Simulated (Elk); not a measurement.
## Convergence study of the k-point mesh for Pb (Fm-3m, 1 atom in the cell)

```
Pb
1.0
    0.00000     2.46758     2.46758
    2.46758     0.00000     2.46758
    2.46758     2.46758     0.00000
Pb
1
Direct
  0.00000   0.00000   0.00000
```

Level of theory: PBE, all-electron FP-LAPW, Elk's shipped species files, default APW+lo basis run with Elk.

Base settings: xctype = 20; swidth = 0.00367493 Ha; ngridk = 8 8 8; maxscl = 100.

The second cell is the first with its lattice scaled by 0.98.

Only quantities that move along the ladder and can be compared are tabulated.

The starting cell has typed, rounded lattice constants, without a prior relaxation at this level. Its lattice was rescaled by up to half a per cent. Values depend on the basis (sphere radii, cutoffs, local orbitals), which need not be converged.

| ngridk | free energy less the last step's (meV/atom) | energy of the compressed cell less the first (meV/atom) |
|---|---|---|
| 2 2 2 | -1708.02 | -106.71 |
| 3 3 3 | 203.10 | 52.73 |
| 4 4 4 | 138.88 | 62.14 |
| 5 5 5 | 13.11 | 61.79 |
| 6 6 6 | 92.46 | 58.09 |
| 7 7 7 | 1.54 | 54.42 |
| 8 8 8 | -9.93 | 49.29 |
| 9 9 9 | -17.75 | 53.43 |
| 10 10 10 | 1.43 | 48.87 |
| 11 11 11 | 1.05 | 46.65 |
| 12 12 12 | 5.68 | 55.71 |
| 15 15 15 | -0.34 | 50.80 |
| 16 16 16 | -0.45 | 49.23 |
| 18 18 18 | 0.65 | 50.37 |
| 20 20 20 | -0.31 | 51.55 |
| 22 22 22 | -0.06 | 51.47 |
| 25 25 25 | -0.17 | 51.08 |
| 28 28 28 | -0.21 | 51.61 |
| 31 31 31 | 0.48 | 50.14 |
| 34 34 34 | -0.06 | 50.75 |
| 38 38 38 | 0.00 | 50.63 |

Coarsest ngridk that holds the energy of the compressed cell less the first within 0.2 meV/atom: not settled: the last two steps still differ by 0.11 meV/atom, over half the tolerance, so the ladder does not show it.

Coarsest ngridk that holds the free energy within 2 meV/atom of the last step, with all finer ones: 15 15 15; the step before is off by 5.7 meV/atom.

Two neighbours can agree and both be off: 4 4 4 and 5 5 5 differ by 0.35 meV/atom in the energy of the compressed cell less the first, yet lie about 11 meV/atom from the last step.
